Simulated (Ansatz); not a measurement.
We consider LiSrH3 (model structure, started from the BaLiH3 type, Pm-3m, No. 221, 5 atoms in the cell), described by dielectric-dependent PBEsol hybrid (Ansatz, a program for electronic structure, plane waves, PAW).

Input:

Ansatz 0.2 input:
```yaml
crystal:
  lattice:
    - [3.7523943648, 0.0, 0.0]
    - [0.0, 3.7523943648, 0.0]
    - [0.0, 0.0, 3.7523943648]
  atoms:
    - { symbol: Sr, position: [0.0, 0.0, 0.0] }
    - { symbol: Li, position: [0.5, 0.5, 0.5] }
    - { symbol: H, position: [0.5, 0.0, 0.5] }
    - { symbol: H, position: [0.0, 0.5, 0.5] }
    - { symbol: H, position: [0.5, 0.5, 0.0] }
  host: atoms
basis:
  ecutwfc: 460
  ecutrho_ratio: 4
  xc_grid: 2
kpoints:
  mp_grid: { grid: [6, 6, 6] }
hamiltonian:
  xc:
    exchange: pbesol
    correlation: pbesol
    exx: { coeff: inverse_dielectric }
  dispersion: none
  pseudopotentials: { kind: paw }
scf:
  occupations: { method: fermi_dirac, width: 0.01 }
  convergence: { dr2_threshold: 0.0000000005 }
output:
  forces: true
  stress: true
  eigenvalues: true
```

Output (set-up and result lines):

```
WARN output.stress: scf.exx.energy_threshold = 1e-6 eV is looser than the 5e-8 eV advised for a stress under a hybrid functional (1e-8 eV for each atom of the …
Crystal: 5 atoms, lattice volume = 52.835 Å³
Basis set: ecut = 460 eV, 1213 PW (Γ), exchange–correlation on 54×54×54 points (8 copies of the dense FFT grid, shifted against one another)
Bands: 13, of which v1, the nominal top of the filled ones, is band 8 counted from 1 (7 counted from 0)
Symmetry: 48 space group operations
Space group: Pm-3m (ITA 221), of the structure as read, at distance tolerance 3.8e-5 Å
k-points: 20 of 216
SCF iter   1: F=—  HF=-3744.919899 eV  |F-HF|=—  |Δ(HF+E_count)|=         —  Δρ=8.48e-3  dr2=3.15e-2
SCF iter   2: F=—  HF=-3744.909558 eV  |F-HF|=—  |Δ(HF+E_count)|=   1.03e-2  Δρ=2.38e-3  dr2=2.06e-3
  ...
Crystal: 5 atoms, lattice volume = 52.835 Å³
Initial density: handed on by an earlier stage of this run
Functional: x = 0.7995913374970547 pbesol(κ = 0.804, μ = 0.12345679012345678) + 0.2004086625029453 exact, c = pbesol(β = 0.046)
Crystal: 5 atoms, lattice volume = 52.835 Å³
SCF iter   3: F=—  HF=-3759.597411 eV  |F-HF|=—  |Δ(HF+E_count)|=   3.77e-8  Δρ=4.46e-6  dr2=8.20e-9
SCF iter   4: F=-3759.597411 eV  HF=-3759.597411 eV  |F-HF|=7.55e-11  |Δ(HF+E_count)|=   2.76e-9  Δρ=6.08e-7  dr2=2.57e-10
SCF 3 converged in 4 iterations: F = -3759.597411 eV  dr2 = 2.57e-10
Free energy (F): -3759.597411 eV
Internal energy: -3759.597411 eV  (E = F + TS)
E sigma→0 (E₀):  -3759.597411 eV
Fermi energy:    6.365926 eV
--- Forces (eV/Å), atoms counted from 1 ---
  atom   1  Sr    -0.00000000     0.00000000     0.00000000
  atom   2  Li     0.00000000    -0.00000000    -0.00000000
  atom   3  H      0.00000000    -0.00000000    -0.00000000
  atom   4  H      0.00000000    -0.00000000    -0.00000000
  atom   5  H      0.00000000    -0.00000000     0.00000000
--- Stress (GPa, compression-positive) ---
        0.018100       0.000000       0.000000
        0.000000       0.018100       0.000000
        0.000000       0.000000       0.018100
  P = ⅓ Tr σ = 0.0181 GPa (0.181 kbar)
```

The PAW data were made under PBE.

Note: the relaxation could raise the start's symmetry but not lower it, so the cell can be a saddle point.

Computing time: around 70 core-seconds (rough).

A model structure was made by putting elements into a prototype or built by hand; it is no filed structure, need not be a known phase, and can be a saddle point held by its symmetry.
